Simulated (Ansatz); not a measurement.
**Fe on the B site (Fe_B) (zinc-blende BP host)**

Method: PBE, PAW (plane waves to 420 eV; Ansatz, an electronic-structure program). The supercell holds 64 host sites (2×2×2 repeats of the unit cell), with a 2×2×2 shifted k-point sampling for the final energies. Site at the start: the B site. Energies of charged states are corrected for periodic images (point charge plus alignment at distant sites). Dielectric constants: PBE linear response of the host. Host gap at this level: 1.25 eV. These values are not converged in cell size to better than tenths of an eV. The semilocal functional narrows the gap, so deep levels can fall outside it. Spin–orbit coupling is left out, and no Hubbard U is applied to the open shells. Each state is the lowest found from its start.

Formation energies E_f are given with the Fermi level at the valence-band maximum. Chemical conditions: B-rich (Δμ(B) = -0.24 eV, Δμ(Fe) = -0.63 eV, bounded by B12P2 (R-3m), B6P (R-3m), FeP (Pnma); only phases computed here count, gases as isolated molecules at 0 K); P-rich (Δμ(B) = -0.86 eV, Δμ(Fe) = -1.25 eV, bounded by FeP (Pnma); only phases computed here count, gases as isolated molecules at 0 K). Reference phases: B: alpha boron, Fe: bcc Fe, ferromagnetic.

| charge | moment (μB) | largest move off a lattice site (Å) | image correction with alignment (eV) | E_f, B-rich (eV) | E_f, P-rich (eV) | above the lowest spin state (eV) |
|---|---|---|---|---|---|---|
| +1 | not spin-polarised | 0.14 | 0.36 | 2.64 | 2.64 | 0.00 |
| +1 | 0.0 | 0.14 | 0.36 | 2.64 | 2.64 | 0.00 |
| 0† | 1.0 | 0.14 | 0.00 | 2.96 | 2.96 | 0.00 |
| 0† | 1.0 | 0.14 | 0.00 | 2.96 | 2.96 | 0.00 |
| −1† | not spin-polarised | 0.12 | 0.03 | – | – | 0.00 |
| −1† | 2.0 | 0.18 | 0.03 | – | – | 0.01 |

† Not settled in this cell, so no level is given: charge 0: a level filled in part; charge −1: a level filled in part, level within 0.1 eV of a band edge or past it.

Starting moments that weren't kept: charge +1 began with 4 μB and ended with 0.0; charge 0 began with 5 μB and ended with 1.0; charge −1 began with 4 μB and ended with 2.0.

Flagged in the runs: a doubtful potential alignment.
